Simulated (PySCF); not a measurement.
PySCF 2.14.0, M06-L/def2-svp, df: O=CC/C=N\[SiH](O)O, 15 atoms. The geometry is a generated start, not checked to be a minimum at this level.

```yaml
task: energy and gradient
method: m06-l
basis: def2-svp
two_electron_scheme: density fitting
mol.max_memory: 7000 MB
mf.init_guess: minao (default)
mf.DIIS: CDIIS (default)
mf.diis_space: 8 (default)
mf.conv_tol: 1e-09 (default)
basis functions (reference run): 151
grid points (reference run): 1249280
```

```xyz
15

O      2.6919     1.5797    -1.0717
C      2.4819     0.5050    -0.5184
C      1.1369    -0.1615    -0.4801
C      0.6729    -0.3986     0.9335
N     -0.5300    -0.4583     1.4122
Si    -1.9517    -0.2844     0.4772
O     -1.7434    -1.1130    -0.9271
O     -2.0602     1.3211     0.1476
H      3.3045    -0.0448    -0.0291
H      1.2412    -1.1324    -0.9745
H      0.4344     0.4544    -1.0447
H      1.4764    -0.6087     1.6634
H     -3.1408    -0.7565     1.2042
H     -2.2888    -0.7831    -1.6567
H     -1.7252     1.8809     0.8643
```
Charge 0, spin multiplicity 1.

The reference run has mf.grids.level = 8; it is not itself proven converged. One run each, on a shared machine, so no times are given.

Measured:

```tsv
setting	grid points	energy against the reference	difference in forces (largest component)
the reference	1249280	—	—
mf.grids.level = 6	743624	−0.0017 meV/atom	1.8 meV/Å
mf.grids.level = 5	508320	−0.0066 meV/atom	3.3 meV/Å
mf.grids.level = 4	337360	+0.042 meV/atom	3.0 meV/Å
mf.grids.level = 3 (default)	186344	−0.13 meV/atom	10 meV/Å
mf.grids.level = 1	59920	−0.16 meV/atom	130 meV/Å
mf.grids.level = 0	13544	−28 meV/atom	1700 meV/Å
```

Question: Estimate the difference from the reference for mf.grids.level = 2.

Answer: grid points: 127776; energy against the reference: −0.046 meV/atom; difference in forces (largest component): 30 meV/Å. Total energies are compared; such shifts often cancel in part in energy differences. The gradients leave out the derivatives of the grid weights.
